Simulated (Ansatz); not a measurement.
Checking a run of Ansatz (a program for electronic structure) on YTe (P6/mmm, 6 atoms in the cell). The aim is a self-consistent single point with DFT, PBE, plane waves, default PAW files.

Cell that was meant: a = 6.9380 Å, b = 6.9380 Å, c = 5.5984 Å, α = 90.00°, β = 90.00°, γ = 120.00°.

Part of the input:

Ansatz 0.2 input:
```yaml
  xc: pbe
  pseudopotentials: { kind: paw }
scf:
  occupations: { method: gaussian, width: 1.36 }
output:
  forces: true
  eigenvalues: true
```

Log, with long lists cut:

```
   [... lines left out ...]
Symmetry: 24 space group operations
Space group: P6/mmm (ITA 191), of the structure as read, at distance tolerance 6.2e-5 Å
k-points: 15 of 125
Initial density: superposition of atomic densities (neutral atoms: chi_scale 0, normalization atom), corrected by the library's trained network
Initial wavefunctions: pseudopotential atomic-orbital guess
Eigensolver: davidson
Functional: x = pbe(κ = 0.804, μ = 0.2195149727645171), c = pbe(β = 0.06672455060314922)
SCF iter   1: F=—  HF=-32492.704654 eV  |F-HF|=—  |Δ(HF+E_count)|=         —  Δρ=6.83e-3  dr2=3.15e-1  ethr=1.77e-3  ⟨swp⟩=5.3  Hψ=3512  notcnv=0
all-band conjugate gradients solve this SCF's bands
preconditioner: auto → LDOS
SCF iter   2: F=—  HF=-32492.639287 eV  |F-HF|=—  |Δ(HF+E_count)|=   6.54e-2  Δρ=2.23e-3  dr2=9.83e-3  ethr=3.89e-4  ⟨swp⟩=2.6  Hψ=1519  notcnv=0
SCF iter   3: F=—  HF=-32492.639945 eV  |F-HF|=—  |Δ(HF+E_count)|=   6.58e-4  Δρ=5.15e-4  dr2=8.89e-4  ethr=1.21e-5  ⟨swp⟩=2.0  Hψ=1588  notcnv=0
SCF iter   4: F=—  HF=-32492.639898 eV  |F-HF|=—  |Δ(HF+E_count)|=   4.67e-5  Δρ=1.45e-4  dr2=5.05e-5  ethr=1.10e-6  ⟨swp⟩=2.0  Hψ=1595  notcnv=0
SCF iter   5: F=—  HF=-32492.639808 eV  |F-HF|=—  |Δ(HF+E_count)|=   8.97e-5  Δρ=4.36e-5  dr2=4.12e-6  ethr=6.23e-8  ⟨swp⟩=2.1  Hψ=1565  notcnv=0
SCF iter   6: F=-32492.639809 eV  HF=-32492.639809 eV  |F-HF|=5.50e-8  |Δ(HF+E_count)|=   4.53e-7  Δρ=5.97e-6  dr2=5.52e-8  ethr=1.23e-10  ⟨swp⟩=7.3  Hψ=5017  notcnv=0
SCF 1 converged in 6 iterations: F = -32492.639809 eV  dr2 = 5.52e-8
Free energy (F): -32492.639809 eV
Internal energy: -32488.510714 eV  (E = F + TS)
E sigma→0 (E₀):  -32490.575261 eV
Entropy (-TS):   -4.129095 eV (-688.183 meV/atom)
Fermi energy:    7.242439 eV
--- Forces (eV/Å), atoms counted from 1 ---
  atom   1  Y     -0.00000000     0.00000000     0.00000000
   [... zero for the other atoms too ...]
--- Stress (GPa, compression-positive) ---
       -2.541537      -0.000000       0.000000
       -0.000000      -2.541537       0.000000
        0.000000       0.000000      -9.110343
  P = ⅓ Tr σ = -4.7311 GPa (-47.311 kbar)
  The stress holds the Pulay correction. Without it, at fixed plane waves, as pw.x and ABINIT print it: P = -4.7413 GPa
```

Problem. Is this run sound? If not, what is wrong?

Solution. The run is not sound. The fault is a smearing width that is far too large. A width of many tenths of an electronvolt moves electrons far across the Fermi level or the gap, and the free energy and its derivatives carry a large smearing term. To fix it, use a width small against the gap or band features. The run converged in 6 iterations without an error; against the sound input the free energy drops by 314 meV/atom and the pressure goes from -6.18 to -4.73 GPa.

An input that runs soundly differs in these lines (not the only fix; some lines may just follow from the change or write a value another way):
```diff
-  occupations: { method: gaussian, width: 1.36 }
+  occupations: { method: gaussian, width: 0.2 }
```

With that input, the run converged in 7 iterations: free energy E − TS (on the zero of these files) -32490.7580 eV; Fermi level (on the code's own zero) 7.26 eV; pressure -6.18 GPa (DFT, PBE, plane waves, default PAW files).

On the sound input: the starting cell was generated: these elements placed on a structure prototype, without a prior relaxation; it need not be a known phase or ordering of this composition. Its lattice was rescaled by a random factor within 2.5 % of one. Spin-orbit coupling is off. With a pressure of about -6 GPa the cell is away from its equilibrium volume at this level. Ansatz's pressure includes its estimate of the finite-basis (Pulay) stress.
